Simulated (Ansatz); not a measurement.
Reference: InP (F-43m), PBEsol with spin-orbit coupling, rigid bands (plane waves, PAW; Ansatz, a first-principles code); axes and stresses refer to this cell.

```yaml
crystal:
  lattice:
    - [0.00000, 2.93940, 2.93940]
    - [2.93940, 0.00000, 2.93940]
    - [2.93940, 2.93940, 0.00000]
  atoms:
    - { symbol: In, position: [0.00000, 0.00000, 0.00000] }
    - { symbol: P, position: [0.25000, 0.25000, 0.25000] }
```

Seebeck coefficient, n-type 1e19 cm⁻³: -44 μV/K
Seebeck coefficient, p-type 1e19 cm⁻³: 317 μV/K
electron conductivity mass: 0.056 mₑ

Question: Change: uniaxial stress along [111] of 2 GPa (compression positive). What happens to Seebeck coefficient, n-type 1e19 cm⁻³, Seebeck coefficient, p-type 1e19 cm⁻³, electron conductivity mass?

Answer: Seebeck coefficient, n-type 1e19 cm⁻³ increases in size to -45 μV/K; Seebeck coefficient, p-type 1e19 cm⁻³ decreases to 241 μV/K; electron conductivity mass rises to 0.060 mₑ.

Masses are for dilute carriers at 300 K, harmonic means over directions unless an axis is named. Seebeck coefficients are for the stated density at 300 K, with one relaxation time for all states and whether or not that doping can be reached. Stresses and pressures are the targets of the relaxation.  The structure type is held under load, also where the real crystal would transform.
